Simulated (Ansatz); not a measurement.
Take GaN in the zinc blende structure (space group F-43m, No. 216; a = 4.5485 Å) as the base.

Method: Kohn–Sham DFT with the PBE functional, run in Ansatz (a program for electronic structure) with PAW and 420 eV plane waves, without spin-orbit coupling.

For the base:

| Quantity | Value |
|---|---|
| Electron mass | 0.14 mₑ (at Γ) |

The change: every lattice vector is stretched by 1.50 %, atoms relaxed at fixed cell.

Question: What does the calculation give for the electron mass and energy relative to the base after the change?

Answer: The electron mass goes from 0.14 mₑ (at Γ) to 0.12 mₑ (at Γ); the energy grows by 12 meV/atom.

The levels and masses belong to the bands next to the band gap. The cells carry an imposed strain or load. Masses are band curvatures over ±0.01 Å⁻¹ around the edge. Whether these cells are dynamically stable was not tested. This is not the structure that GaN has at room temperature and ambient pressure.
